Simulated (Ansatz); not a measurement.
**Hf₂Si (model structure, started from the Ni2In type, P6₃/mmc, No. 194, 6 atoms in the cell): volume per atom by level of theory**

No measured value is used here.

```csv
level (code),value (Å³/atom)
PBE (Ansatz),[?]
PBEsol (Ansatz),17.85
PBE-D3(BJ) (Ansatz),17.91
```

### Question
Fill in the missing entries.

### Answer

- PBE (Ansatz, a first-principles code), value (Å³/atom): 18.49

Density-functional levels without +SOC have no spin–orbit coupling. Ansatz's density-functional and Hartree–Fock values are scalar-relativistic unless marked +SOC, with PAW data made under PBE.

A model structure was made by putting elements into a prototype or built by hand; it is no filed structure, need not be a known phase, and can be a saddle point held by its symmetry.
